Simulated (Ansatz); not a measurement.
TiB (model structure, started from the WC type, P-6m2, No. 187, 2 atoms in the cell) was calculated with LDA (Ansatz, a quantum-chemistry and plane-wave program, plane waves, PAW).

Run with plane-wave cutoff 520 eV, 24×24×18 k mesh (along the axes of the cell as run), Fermi–Dirac smearing 0.05 eV, no spin polarisation, scalar-relativistic PAW data made under PBE.

Cell (relaxed at this level):

```
CELL_PARAMETERS angstrom
      2.86488     0.00000     0.00000
     -1.43244     2.48105     0.00000
      0.00000     0.00000     3.20839
ATOMIC_POSITIONS crystal
  Ti 0.00000 0.00000 0.00000
  B  0.66667 0.33333 0.50000
```

### Question
What does this level give for the bulk modulus B0?

### Answer

- bulk modulus B0 = 164 GPa

Note: the run has no spin polarisation, so it can have missed a magnetic state; the bulk modulus is −V dP/dV from two relaxed cells at ±2 % in volume; the relaxation could raise the start's symmetry but not lower it, so the cell can be a saddle point.

Computed values are for the static lattice.

A model structure was made by putting elements into a prototype or built by hand; it is no filed structure, need not be a known phase, and can be a saddle point held by its symmetry.
